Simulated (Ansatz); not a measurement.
## TaS2: 1 layer

Consider TaS$_{2}$ in the CdI2 type structure (space group P-3m1, No. 164; a = 3.3288 Å, c = 5.7855 Å; layered, stacked along the Cartesian z axis).

Perturbation: a free-standing slab of 1 layer (3 atoms, 3 a layer) is cut normal to the stacking axis, with 15 Å of vacuum and the in-plane cell relaxed.

Method: plane-wave PAW DFT at the PBE-D3(BJ) level (Ansatz, a first-principles code, 420 eV), no spin-orbit coupling. Γ-centred 16×16×1 mesh, Fermi–Dirac width 0.05 eV, for the changed cell.

The layer's space group (with vacuum) comes out as P-3m1 (No. 164) and the shortest interatomic distance increases by 0.005 Å (2.466 Å → 2.471 Å). The band gap remains zero and the excess energy per area of both faces (slab less bulk energy over the cell's area: twice a surface energy) is 0.58 J/m² (uncertain by up to 0.05 J/m²). The thickness between the outermost nuclei amounts to 3.08 Å and the in-plane lattice parameter a increases by 0.015 Å to 3.344 Å.

Cost of the whole job for the changed cell (relaxation, final SCF and bands): roughly 29 core-seconds.

The excess energy carries the mismatch between the slab's and the bulk's meshes. Stability against distortions was not tested. The final runs are not spin-polarised. An odd electron count without spin: TaS2.
